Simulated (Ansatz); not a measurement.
Base system: Pb in the fcc (Cu type) structure (space group Fm-3m, No. 225; a = 5.034 Å).

Computed with Ansatz (a quantum-chemistry and plane-wave program), PBE, PAW, cutoff 420 eV, without spin-orbit coupling.

For the base:

The pressure is 0.0 GPa and the band gap is zero.

It is then changed as follows: the cell is scaled by 1.0126 in all directions, atoms relaxed at fixed cell.

What does the calculation give for the energy relative to the base after the change?

The energy increases by 5.4 meV/atom.

What does the calculation give for the pressure after the change?

The pressure goes from zero to -1.4 GPa.

Estimate the effect on the band gap.

The band gap stays zero.

The cells carry an imposed strain or load. No phonon test of stability was made.
